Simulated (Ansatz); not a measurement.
TiO₂ (I4₁/amd, No. 141, 6 atoms in the cell; start mp-34688; metastable phase) was calculated with PBE (plane waves, PAW; Ansatz, a program for electronic structure).

Run with plane-wave cutoff 520 eV, 10×10×8 k mesh (along the axes of the cell as run), Fermi–Dirac smearing 0.01 eV, no spin polarisation, scalar-relativistic PAW data made under PBE.

Cell (relaxed at this level):

```cif
data_O8Ti4
_chemical_formula_sum 'Ti4 O8'
_space_group_name_H-M_alt 'I41/amd :1'
_space_group_IT_number 141
_space_group_name_Hall 'I 4bw 2bw -1bw'
_cell_length_a 3.79897
_cell_length_b 3.79897
_cell_length_c 9.70094
_cell_angle_alpha 90.000
_cell_angle_beta 90.000
_cell_angle_gamma 90.000
loop_
_atom_site_label
_atom_site_type_symbol
_atom_site_symmetry_multiplicity
_atom_site_Wyckoff_symbol
_atom_site_fract_x
_atom_site_fract_y
_atom_site_fract_z
_atom_site_occupancy
Ti1 Ti 4 a 0.00000 0.00000 0.00000 1
O1 O 8 e 0.00000 0.00000 0.20643 1
```
(The calculation used a cell of 6 atoms; values per cell refer to that cell.)

### Question
Give the computed bulk modulus.

### Answer

- bulk modulus = 173 GPa

Note: the bulk modulus is −V dP/dV from two relaxed cells at ±2 % in volume; the relaxation could not lower the start's symmetry, so the cell can be a saddle point above a distorted one.

It cost roughly 120 core-seconds of CPU time.

A start named mp-… is a Materials Project structure, which need not be a measured phase.
